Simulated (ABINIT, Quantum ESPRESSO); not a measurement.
A Quantum ESPRESSO input for a self-consistent single point of CaMg₂ (P-3m1, 6 atoms in the cell) (DFT, LDA (PZ), plane waves, GBRV 1.5 ultrasoft (LDA) pseudopotentials):

```fortran
&CONTROL
 calculation = 'scf'
 prefix = 'camg2'
 outdir = './out'
 pseudo_dir = './'
 tprnfor = .true.
 tstress = .true.
/
&SYSTEM
 ibrav = 0
 nat = 6
 ntyp = 2
 ecutwfc = 40
 ecutrho = 200
 occupations = 'smearing'
 smearing = 'gaussian'
 degauss = 0.0073499
/
&ELECTRONS
 conv_thr = 1.0d-9
 mixing_beta = 0.3
/
ATOMIC_SPECIES
Ca    40.0780  ca_lda_v1.uspp.F.UPF
Mg    24.3050  mg_lda_v1.4.uspp.F.UPF
ATOMIC_POSITIONS {angstrom}
Ca    1.68808446    0.97461602    1.58164088
Ca    0.00000000    1.94923204   14.96791312
Mg    0.00000000    1.94923204    4.40201587
Mg    1.68808446    0.97461602   12.14753813
Mg    1.68808446    0.97461602    6.98407728
Mg    0.00000000    1.94923204    9.56547672
K_POINTS {automatic}
8 8 2  0 0 0
CELL_PARAMETERS {angstrom}
   3.37616893     0.00000000     0.00000000
  -1.68808446     2.92384806     0.00000000
   0.00000000     0.00000000    16.54955400
```

**Question.** Give the ABINIT input for the same structure, mesh, smearing and functional.

**Answer.** One input that does it (others would too):

```
# CaMg2, JTH v2.0 LDA PAW
pp_dirpath "./"
pseudos "Ca.LDA_PW-JTH.xml, Mg.LDA_PW-JTH.xml"
acell 3*1.0 Angstrom
rprim
         3.3761689299   -0.0000002337    0.0000000000
        -1.6880842625    2.9238481776    0.0000000000
         0.0000000000    0.0000000000   16.5495540000
natom 6
ntypat 2
znucl 20 12
typat 1 1 2 2 2 2
xred
         0.6666666667    0.3333333333    0.0955700000
         0.3333333333    0.6666666667    0.9044300000
         0.3333333333    0.6666666667    0.2659900000
         0.6666666667    0.3333333333    0.7340100000
         0.6666666667    0.3333333333    0.4220100000
         0.3333333333    0.6666666667    0.5779900000
ecut 20
pawecutdg 40
occopt 7
tsmear 0.00367493
nband 39
kptopt 1
ngkpt 8 8 2
nshiftk 1
shiftk 0 0 0
nstep 100
tolvrs 1.0e-11
prtwf 0
prtden 0
```

Basis, cutoffs, solver keys and any potentials are the target program's own. This input uses DFT, LDA (PW92), plane waves, PAW (JTH v2.0 LDA PAW). LDA parametrisations can differ slightly between programs.

The starting cell comes from a database of computed structures (which also holds hypothetical and non-ambient phases and stackings), without a prior relaxation at this level. For this run, on top of that: lattice scaled by 0.98.
